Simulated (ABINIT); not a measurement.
Worked example: self-consistent single point of K2NaTlCl6 (Fm-3m, 10 atoms in the cell) in ABINIT.

Method of the run: LDA (PW92), norm-conserving pseudopotentials (PseudoDojo nc-sr-04 LDA standard) (plane waves; ABINIT).

```
K2NaTlCl6
1.0
    0.00000     5.34298     5.34298
    5.34298     0.00000     5.34298
    5.34298     5.34298     0.00000
K Na Tl Cl
2 1 1 6
Cartesian
  8.01448   8.01448   8.01448
  2.67149   2.67149   2.67149
  5.34298   5.34298   5.34298
  0.00000   0.00000   0.00000
  2.60941   5.34298   5.34298
  8.07656   5.34298   5.34298
  5.34298   2.60941   5.34298
  5.34298   8.07656   5.34298
  5.34298   5.34298   2.60941
  5.34298   5.34298   8.07656
```

Reference input (self-consistent single point, DFT, LDA (PW92), plane waves, norm-conserving pseudopotentials (PseudoDojo nc-sr-04 LDA standard)): pseudos = [K.upf, Na.upf, Tl.upf, Cl.upf]; ecut = 44 Ha; ixc = 7; occopt = 7; tsmear = 0.05 eV; ngkpt = 3 3 3; nshiftk = 1; shiftk = 0 0 0; potentials = PseudoDojo nc-sr-04 LDA standard; nband = 52; kptopt = 1; nstep = 80. This run's input differs from it in these lines:

```diff
@@ -33,3 +33,3 @@
 nstep 80
-tolvrs 1.0e-11
+toldfe 0.0037
 prtwf 0
```

Output, abridged:

```
--- !BeginCycle
solver: {iscf: 7, nstep: 80, nline: 4, wfoptalg: 0, }
tolerances: {toldfe: 3.70E-03, }
...

     iter   Etot(hartree)      deltaE(h)  residm     vres2
 ETOT  1  -264.31557312135    -2.643E+02 2.139E-01 2.353E+03
 ETOT  2  -264.98315811056    -6.676E-01 1.594E-02 5.608E+02
 ETOT  3  -265.02769733446    -4.454E-02 7.625E-03 2.279E+01
 ETOT  4  -265.02812481981    -4.275E-04 6.952E-03 4.106E+00
 ETOT  5  -265.02819096629    -6.615E-05 1.812E-03 5.544E-01
 At SCF step    5, etot is converged :
  for the second time, diff in etot=  6.615E-05 < toldfe=  3.700E-03

 Cartesian components of stress tensor (hartree/bohr^3)
  sigma(1 1)=  9.88474958E-05  sigma(3 2)=  0.00000000E+00
  sigma(2 2)=  9.88474958E-05  sigma(3 1)=  0.00000000E+00
  sigma(3 3)=  9.88474958E-05  sigma(2 1)=  0.00000000E+00

 ----iterations are completed or convergence reached----

 reduced coordinates (array xred) for   10 atoms
       0.750000000000      0.750000000000      0.750000000000
       0.250000000000      0.250000000000      0.250000000000
       0.500000000000      0.500000000000      0.500000000000
       0.000000000000      0.000000000000      0.000000000000
       0.755810000000      0.244190000000      0.244190000000
       0.244190000000      0.755810000000      0.755810000000
   [... lines left out ...]
 Fermi (or HOMO) energy (eV) =   0.14525   Average Vxc (eV)=  -8.27461
   [... lines left out ...]
total_energy        : -2.65028190966293E+02
total_energy_eV     : -7.21178383810518E+03
band_energy         : -3.01234089294414E+01
...

-Cartesian components of stress tensor (GPa)         [Pressure= -2.9082E+00 GPa]
- sigma(1 1)=  2.90819324E+00  sigma(3 2)=  0.00000000E+00
- sigma(2 2)=  2.90819324E+00  sigma(3 1)=  0.00000000E+00
- sigma(3 3)=  2.90819324E+00  sigma(2 1)=  0.00000000E+00

 Calculation completed.
```

The run converged in 5 iterations. Against the reference run the free energy is nearly the same (within 1 meV/atom), the pressure goes from -2.74 to -2.91 GPa, the largest force goes from 0.203 to 0.230 eV/Å and the gap on the mesh goes from 1.560 to 1.550 eV.

The starting cell comes from a database of computed structures (which also holds hypothetical and non-ambient phases and stackings), without a prior relaxation at this level. Spin-orbit coupling is off.

Cost on one core of a shared machine: roughly 6 min.
